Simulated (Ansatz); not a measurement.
Base system: HgS in the zinc blende structure (space group F-43m, No. 216; a = 5.876 Å).

Computed with PBEsol (Ansatz, a first-principles code, PAW, no spin-orbit coupling).

Base values:

The lattice parameter a is 5.876 Å.

It is then changed as follows: cell and atoms relaxed at a pressure of 22.5 GPa.

How does this affect the lattice parameter a?

The lattice parameter a decreases by 0.413 Å, from 5.876 Å to 5.463 Å.

Load acts through the strain it causes; cell and atoms are relaxed under it. Stability against distortions was not tested. Tetrahedral semiconductors of this kind turn to denser phases somewhere between about 1 and 50 GPa; those were not computed, so compressed cells here can lie past the real transition. The final runs are not spin-polarised.
